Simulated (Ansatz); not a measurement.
## Hypothetical Pm-3n Ge: pressure series

Start from Ge (space group Pm-3n, No. 223; a = 5.323 Å; a hypothetical phase, not in the database extracts checked).

Cell and atoms are relaxed at each pressure.

The values are results of Ansatz (a quantum-chemistry and plane-wave program) PBEsol, no SOC, not measurements.

```json
[
 {"pressure (GPa)": "-2", "volume per atom (Å³/atom)": "19.425"},
 {"pressure (GPa)": "-1", "volume per atom (Å³/atom)": "?"},
 {"pressure (GPa)": "0", "volume per atom (Å³/atom)": "18.849"},
 {"pressure (GPa)": "0.3", "volume per atom (Å³/atom)": "18.770"},
 {"pressure (GPa)": "0.7", "volume per atom (Å³/atom)": "18.668"},
 {"pressure (GPa)": "1.5", "volume per atom (Å³/atom)": "18.473"},
 {"pressure (GPa)": "3", "volume per atom (Å³/atom)": "18.129"},
 {"pressure (GPa)": "7.5", "volume per atom (Å³/atom)": "17.269"},
 {"pressure (GPa)": "10", "volume per atom (Å³/atom)": "16.871"}
]
```

### Question
Fit the third-order Birch–Murnaghan form P(V) = (3B₀/2)[(V₀/V)^(7/3) − (V₀/V)^(5/3)]·[1 + (3/4)(B₀′ − 4)((V₀/V)^(2/3) − 1)] (squares taken in P) to the rows shown and predict the withheld row.

### Answer
Least squares on the printed values gives V₀ = 18.849 Å³/atom, B₀ = 70.9 GPa, B₀′ = 4.3; this predicts 19.126 Å³/atom, and the run gives 19.128 Å³/atom, 0.002 higher.

Load acts through the strain it causes; cell and atoms are relaxed under it. No phonon test of stability was made. No other phases were tried under pressure.
